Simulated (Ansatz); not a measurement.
Functionals compared on a constructed model of the (100) surface of fcc Pd, a pseudomorphic layer of Ge in the host's stacking (bottom of the slab: a bare face, its two planes held), in Ansatz (plane waves, PAW). The structure was relaxed with PBE; the other rows are single points on it. Cutoff 420 eV (500 eV for r2SCAN).

Slab: 7 atoms, 11.7 Å thick at the start; k 13x13x1, smearing 0.1 eV, dipole-corrected; 2 atoms held, the rest relaxed; symmetry of the start imposed; no spin, no spin-orbit, no U. It is one candidate, not shown to be the stable structure of the face. These notes are the PBE run's.

```csv
functional,work function of the top face (eV),rough cost of the single point
PBE,4.86,–
RPBE,4.76,roughly 22 core-seconds
r2SCAN,5.03,about 80 core-seconds (a rough figure)
```

Ansatz is a first-principles code.
